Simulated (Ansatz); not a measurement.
**Effect of pressure 5 GPa on InSe**

Take InSe in the beta-GaS type structure (space group P6_3/mmc, No. 194; a = 4.0321 Å, c = 16.7641 Å; layered, stacked along the Cartesian z axis) as the base.

The change: cell and atoms relaxed at a pressure of 5 GPa.

All numbers come from Kohn–Sham DFT with the PBE-D3(BJ) functional, run in Ansatz (an electronic-structure program) with PAW and 420 eV plane waves, no SOC. Γ-centred 9×9×2 mesh, Fermi–Dirac width 0.05 eV.

```tsv
quantity	base	changed	shift
volume per atom	29.50 Å³	26.06 Å³	-3.447 Å³
density	5.45 g/cm³	6.17 g/cm³	+0.72 g/cm³
lattice parameter a	4.032 Å	3.881 Å	-0.151 Å
c/a ratio	4.158	4.117	-0.0402
shortest interatomic distance	2.660 Å	2.607 Å	-0.053 Å
band gap (an upper bound: an edge found on the path is not a true extremum; the changed cell)	0.37 eV	0.72 eV	+0.356 eV
```

Cost of the whole job for the changed cell (relaxation, final SCF and bands): roughly 3 core-minutes.

Load acts through the strain it causes; cell and atoms are relaxed under it. No phonon test of stability was made. No other phases were tried under pressure.
